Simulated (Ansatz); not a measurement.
# A computed series for BN: pressure series

Start from BN in the zinc blende structure (space group F-43m, No. 216; a = 3.625 Å).

Cell and atoms are relaxed at each pressure.

Calculations: PBE (Ansatz, a quantum-chemistry and plane-wave program, PAW, no SOC).

| change | band gap | density |
|---|---|---|
| base | 4.46 eV | 3.46 g/cm³ |
| pressure −2 GPa | 4.46 eV | (withheld) |
| pressure −1 GPa | 4.46 eV | 3.45 g/cm³ |
| pressure 0.3 GPa | 4.46 eV | 3.46 g/cm³ |
| pressure 0.7 GPa | 4.46 eV | 3.47 g/cm³ |
| pressure 1.5 GPa | 4.47 eV | 3.48 g/cm³ |
| pressure 3 GPa | 4.47 eV | (withheld) |
| pressure 5 GPa | 4.48 eV | 3.51 g/cm³ |
| pressure 7.5 GPa | 4.48 eV | (withheld) |
| pressure 10 GPa | 4.49 eV | (withheld) |

What belongs in the blanks?


- pressure −2 GPa, density: 3.44 g/cm³
- pressure 3 GPa, density: 3.49 g/cm³
- pressure 7.5 GPa, density: 3.53 g/cm³
- pressure 10 GPa, density: 3.55 g/cm³

Load acts through the strain it causes; cell and atoms are relaxed under it. No phonon test of stability was made. Competing high-pressure phases were not computed.
